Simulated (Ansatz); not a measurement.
We consider AgInTe₂ (R-3m, No. 166, 4 atoms in the cell; start mp-1223792; a measured phase of this formula has another space group), described by PBEsol (Ansatz, an electronic-structure program, plane waves, PAW).

Run with plane-wave cutoff 520 eV, 16×16×16 k mesh, Fermi–Dirac smearing 0.05 eV, no spin polarisation, scalar-relativistic PAW data made under PBE.

Cell (relaxed at this level):

AgInTe₂ is modelled in the trigonal space group R-3m, hexagonal axes (No. 166), Pearson symbol hR4. Lattice parameters: a = b = 4.207 Å, c = 20.393 Å, α = β = 90.00°, γ = 120.00°. In on 3b is surrounded by 6 Te at 3.015 Å (octahedral). Ag on 3a is coordinated by 6 Te at 2.915 Å (octahedral). Te on 6c is surrounded by 3 Ag at 2.915 Å and 3 In at 3.015 Å (octahedral). (Neighbours: up to the widest gap in distance over summed covalent radii, below 1.35, at either atom; cation-cation and far metal-metal contacts left out.)
(The calculation used a cell of 4 atoms; values per cell refer to that cell.)

Problem. Estimate the bulk modulus B0 that the calculation returns.

Solution. 
bulk modulus B0: 62.2 GPa

The run finds no gap.

Note: the bulk modulus is −V dP/dV from two relaxed cells at ±2 % in volume; the relaxation could not lower the start's symmetry, so the cell can be a saddle point above a distorted one.

Spin–orbit coupling is not included; it can open a gap where bands touch, and shift volumes and moduli.

Static lattice: no zero-point or thermal effects.

The result took around 6 core-minutes (rough).

A start named mp-… is a Materials Project structure, which need not be a measured phase.
